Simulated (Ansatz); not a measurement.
Results of PBEsol in Ansatz (plane waves, PAW) for AgZn (P-6m2, No. 187, 2 atoms in the cell; start mp-1187974; a measured phase of this formula has another space group).

Numerical settings: plane-wave cutoff 520 eV, 22×22×12 k mesh (along the axes of the cell as run), Fermi–Dirac smearing 0.05 eV, no spin polarisation, scalar-relativistic PAW data made under PBE.

Cell (relaxed at this level):

```yaml
crystal:
  lattice:
    - [2.47228, -1.42738, 0.00802]
    - [2.47228, 1.42738, 0.00802]
    - [-0.01462, 0.00000, 4.35422]
  atoms:
    - { symbol: Zn, position: [0.33333, 0.33333, 0.25000] }
    - { symbol: Ag, position: [0.66666, 0.66666, 0.75000] }
```

**Question.** Estimate the bulk modulus that the calculation returns.

**Answer.** 
- bulk modulus: 109 GPa

The run finds no gap.

Note: the bulk modulus is −V dP/dV from two relaxed cells at ±2 % in volume; the relaxation could not lower the start's symmetry, so the cell can be a saddle point above a distorted one.

The computed numbers hold no vibrational or temperature effects.

It cost about 4 core-minutes (a rough figure) of CPU time.

A start named mp-… is a Materials Project structure, which need not be a measured phase.

Ansatz is a first-principles code.
